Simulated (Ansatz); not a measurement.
Reference: CaF2 (Fm-3m), PBEsol, rigid bands (plane waves, PAW, scalar-relativistic; Ansatz, a first-principles code); axes and stresses refer to this cell.

```yaml
crystal:
  lattice:
    - [0.00000, 2.71029, 2.71029]
    - [2.71029, 0.00000, 2.71029]
    - [2.71029, 2.71029, 0.00000]
  atoms:
    - { symbol: Ca, position: [0.00000, 0.00000, 0.00000] }
    - { symbol: F, position: [0.75000, 0.75000, 0.75000] }
    - { symbol: F, position: [0.25000, 0.25000, 0.25000] }
```

The Seebeck coefficient, n-type 1e19 cm⁻³ is -225 μV/K and the hole conductivity mass is 2.0 mₑ. The band gap is 7.25 eV.

**Question.** Change: uniaxial stress zz = -3 GPa (compression positive). What happens to Seebeck coefficient, n-type 1e19 cm⁻³, hole conductivity mass, band gap?

**Answer.** Seebeck coefficient, n-type 1e19 cm⁻³ moves little, to -225 μV/K; hole conductivity mass moves little, to 2.0 mₑ; band gap moves little, to 7.11 eV.

**Question.** Change: uniaxial stress zz = 3 GPa (compression positive). What happens to Seebeck coefficient, n-type 1e19 cm⁻³, hole conductivity mass, band gap?

**Answer.** Seebeck coefficient, n-type 1e19 cm⁻³ moves little, to -225 μV/K; hole conductivity mass decreases to 1.94 mₑ; band gap moves little, to 7.20 eV.

Masses are for dilute carriers at 300 K, harmonic means over directions unless an axis is named. Seebeck coefficients are for the stated density at 300 K, with one relaxation time for all states and whether or not that doping can be reached. Spin-orbit coupling is left out unless a row names it. Stresses and pressures are the targets of the relaxation.  The structure type is held under load, also where the real crystal would transform.
